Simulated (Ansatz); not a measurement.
The starting structures come from a database of crystals and need not be the phases stable at ambient conditions.

The decay constant κ of evanescent states in the gap governs leakage through a thin film.

```yaml
crystal:
  lattice:
    - [6.17282, 0.00000, 0.00000]
    - [0.00000, 6.17282, 0.00000]
    - [3.08641, -3.08641, 4.36484]
  atoms:
    - { symbol: Tl, position: [0.75000, 0.75000, 0.50000] }
    - { symbol: Tl, position: [0.25000, 0.25000, 0.50000] }
    - { symbol: Si, position: [0.00000, 0.00000, 0.00000] }
    - { symbol: F, position: [0.19700, 0.80300, 0.60599] }
    - { symbol: F, position: [0.80300, 0.19700, 0.39401] }
    - { symbol: F, position: [0.80300, 0.80300, 0.00000] }
    - { symbol: F, position: [0.19700, 0.19700, 0.00000] }
    - { symbol: F, position: [0.19700, 0.80300, 0.00000] }
    - { symbol: F, position: [0.80300, 0.19700, 0.00000] }
```

Space group of this cell: Fm-3m. The cell was relaxed by PBE-D3(BJ); by r2SCAN its mean pressure is -3.4 GPa.

Transport runs along the normal of the first two printed cell vectors, the (001) plane of the conventional cell.

The gap is the functional's own, uncorrected, and κ follows it; spin-orbit coupling is left out. Mid-gap values are interpolated between the computed energies.

Q: Give the band gap and the smallest decay constant κ at mid-gap that Ansatz (a program for electronic structure) with r2SCAN yields.

A: Gap 5.50 eV on a 8×8×8 mesh; κ = 0.388 1/Å, at the zone centre.
